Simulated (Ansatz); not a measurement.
A self-consistent single point of ScZn3 (P3m1, 8 atoms in the cell) with Ansatz (a quantum-chemistry and plane-wave program).

Level of theory: PBEsol, default PAW files made with PBE (plane waves; Ansatz).

```
ScZn3
1.0
    5.83617     0.00000     0.00000
   -2.91809     5.05427     0.00000
    0.00000     0.00000     4.31144
Sc Zn
2 6
Direct
  0.33333   0.66667   0.76160
  0.66667   0.33333   0.25000
  0.84266   0.68533   0.75000
  0.15734   0.31467   0.25000
  0.15734   0.84266   0.25000
  0.84266   0.15734   0.75000
  0.31467   0.15734   0.75000
  0.68533   0.84266   0.25000
```

Reference input (self-consistent single point, DFT, PBEsol, plane waves, default PAW files made with PBE): basis.ecutwfc = 420 eV; kpoints.mp_grid.grid = 5 5 6; hamiltonian.xc = pbesol; hamiltonian.pseudopotentials = {kind: paw} (the program's default PAW files); scf.occupations.method = fermi_dirac; scf.occupations.width = 0.1 eV. This run's input differs from it in these lines:

Ansatz 0.2 input:
```diff
@@ -17,3 +17,3 @@
 kpoints:
-  mp_grid: { grid: [5, 5, 6] }
+  mp_grid: { grid: [8, 8, 10] }
 hamiltonian:
@@ -22,3 +22,3 @@
 scf:
-  occupations: { method: fermi_dirac, width: 0.1 }
+  occupations: { method: cold, width: 0.1 }
 output:
```

Output (repeated stretches shortened):

```
SCF iter   1: F=—  HF=-23910.736970 eV  |F-HF|=—  |Δ(HF+E_count)|=         —  Δρ=6.02e-3  dr2=4.40e-2  ethr=1.77e-3  ⟨swp⟩=6.1  Hψ=18774  notcnv=0  defer=7
all-band conjugate gradients solve this SCF's bands
preconditioner: auto → Kerker (q_TF=auto, 2.594 Å⁻¹)
SCF iter   2: F=—  HF=-23910.726094 eV  |F-HF|=—  |Δ(HF+E_count)|=   1.09e-2  S|Δr|=    0.00e0  Δρ=2.55e-3  dr2=1.25e-2  ethr=4.68e-5  ⟨swp⟩=2.0  Hψ=8754  notcnv=0  defer=165
   [... lines left out ...]
SCF iter   5: F=—  HF=-23910.722597 eV  |F-HF|=—  |Δ(HF+E_count)|=   1.77e-5  S|Δr|=    0.00e0  Δρ=7.11e-5  dr2=1.03e-5  ethr=1.69e-7  ⟨swp⟩=3.0  Hψ=8331  notcnv=0  defer=165
SCF iter   6: F=—  HF=-23910.722598 eV  |F-HF|=—  |Δ(HF+E_count)|=   1.34e-6  S|Δr|=    0.00e0  Δρ=1.33e-5  dr2=5.72e-7  ethr=1.09e-8  ⟨swp⟩=2.3  Hψ=5998  notcnv=0  defer=166
SCF iter   7: F=-23910.722598 eV  HF=-23910.722598 eV  |F-HF|=5.31e-8  |Δ(HF+E_count)|=   7.20e-8  S|Δr|=    0.00e0  Δρ=6.55e-6  dr2=5.77e-8  ethr=1.06e-10  ⟨swp⟩=8.9  Hψ=19639  notcnv=0
SCF 1 converged in 7 iterations: F = -23910.722598 eV  dr2 = 5.77e-8
Stability not checked (fill_not_monotonic)
Free energy (F): -23910.722598 eV
Internal energy: -23910.719445 eV  (E = F + TS)
E sigma→0 (E₀):  -23910.721547 eV
Entropy (-TS):   -0.003153 eV (-0.394 meV/atom)
Fermi energy:    11.344586 eV
--- Forces (eV/Å), atoms counted from 1 ---
  atom   1  Sc     0.00000000    -0.00000000    -0.41113748
  atom   2  Sc     0.00000000     0.00000000    -0.01686247
  atom   3  Zn     0.00000000    -0.04541589     0.01997475
  atom   4  Zn     0.00000000     0.03809875     0.12269149
   [... lines left out ...]
  atom   8  Zn    -0.03299448    -0.01904937     0.12269149
--- Stress (GPa, compression-positive) ---
       -0.993945       0.000000       0.000000
        0.000000      -0.993945       0.000000
        0.000000       0.000000      -0.776124
  P = ⅓ Tr σ = -0.9213 GPa (-9.213 kbar)
  The stress holds the Pulay correction. Without it, at fixed plane waves, as pw.x and ABINIT print it: P = -0.9873 GPa
```

The run converged in 7 iterations. Against the reference run the free energy goes up by 6.8 meV/atom, the pressure moves little (-0.84 to -0.92 GPa) and the largest force hardly changes (0.413 to 0.411 eV/Å).

The starting cell comes from a database of computed structures (which also holds hypothetical and non-ambient phases and stackings), without a prior relaxation at this level. Its lattice was rescaled by up to half a per cent. One atom was moved a little off its site on purpose. Ansatz's pressure includes its estimate of the finite-basis (Pulay) stress.

Cost on one core of a shared machine: roughly 60 s.
